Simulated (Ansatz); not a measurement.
# Be2C: energy against volume

Be2C (antifluorite, Fm-3m, 6.675 Å³/atom and stress up to 0.01 GPa in the relaxed cell, cube axes along x, y and z) under hydrostatic pressure, with the cell free. PBEsol in Ansatz, a plane-wave DFT program (PAW, default set), 420 eV, 13×13×13 Γ-centred mesh, Fermi-Dirac smearing 0.05 eV; ions are relaxed, or left where forces stay under 0.02 eV/Å, within the symmetry of each cell.

Here V stands for volume and E for E less E0.

| volume (Å³/atom) | E less E0 (meV/atom) | pressure (GPa) |
|---|---|---|
| 6.7408 | 0.40 | -1.98 |
| 6.7073 | 0.09 | -0.98 |
| 6.6749 | 0.00 | 0.01 |
| 6.6464 | 0.08 | 0.89 |
| 6.6088 | 0.43 | 2.09 |
| 6.5362 | 1.92 | 4.49 |
| 6.4086 | 7.25 | 9.00 |
| 6.2544 | ? | ? |

Q: Fit E against V with the third-order Birch-Murnaghan form, a cubic in V^(-2/3), and predict the withheld value at V = 6.2544.

A: With u = V^(-2/3) - 0.2837, the rows have u = -0.0034629, -0.0025305, -0.0016214, -0.0008156, 0.0002564, 0.0023552, 0.0061397. Least squares gives E = 0.322 + 395.8·u + 120214·u² - 147982·u³. Residuals (row less fit): 0.001, -0.003, 0.003, 0.001, -0.001, 0.001, 0.001; standard error 0.003 (degrees of freedom: 3). Its minimum lies at u = -0.0016413, so V0 = (0.2820587)^(-3/2) = 6.676. There d²E/du² = 241900 and d³E/du³ = -887900, so B0 = (4/9) × 6.676^(-7/3) × 241900 × 0.160218 = 205 GPa (the last factor turns the table's units into GPa), and B0' = 4 + (2/3) × 0.2820587 × (-887900)/241900 = 3.3. B0' rests on the cubic coefficient alone and has a standard error of 0.2 from these residuals. At the withheld row, u = 0.0108843, so E = 0.322 + 395.8 × 0.0108843 + 120214 × 0.0108843² - 147982 × 0.0108843³ = 18.681 meV/atom. The calculation gives 18.75 meV/atom, 0.069 meV/atom above the prediction (0.4 % of the range of E in the table). The row lies outside the fitted rows, so this is an extrapolation. The scatter of the fitted rows lies at the last printed digit.

Other structures, which can take over under pressure, weren't tried. The same form fitted to the pressure column gives B0' = 3.5; series where the two differ by over 0.4 aren't shown. Rows are the converged runs of the series near zero and its far end, less any whose ions stayed unrelaxed beside relaxed ones; series whose fitted rows scatter by over a few per cent of the range, as at a crossing or softening among them, aren't shown in this form.
